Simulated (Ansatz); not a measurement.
Cells marked so need not be the phases stable at ambient conditions, and some may be hypothetical.

The gap is the functional's own, uncorrected, and κ follows it; spin-orbit coupling is left out. Mid-gap values are interpolated between the computed energies.

A. TePb (Fm-3m, rock salt, 2 atoms a cell, 33.8 Å³ an atom), along the normal of (001)
B. Al₂O₃ (R-3c, corundum, 10 atoms a cell, 8.7 Å³ an atom, -7 GPa at this level), along the normal of (101)
C. Cs$_{2}$ZrF$_{6}$ (P-3m1, not sure to be the ambient phase, 9 atoms a cell, 19.5 Å³ an atom), along the normal of (110)
D. Ba$_{3}$In$_{2}$Cl$_{2}$O$_{5}$ (I4/mmm, not sure to be the ambient phase, 12 atoms a cell, 19.7 Å³ an atom, -3 GPa at this level), along the normal of (101)

Task: Rank these by mid-gap decay constant of the slowest evanescent state (lowest first), as r2SCAN (Ansatz, a first-principles code) gives it.

Result: A (0.07 1/Å), D (0.22 1/Å), B (0.40 1/Å), C (0.53 1/Å)
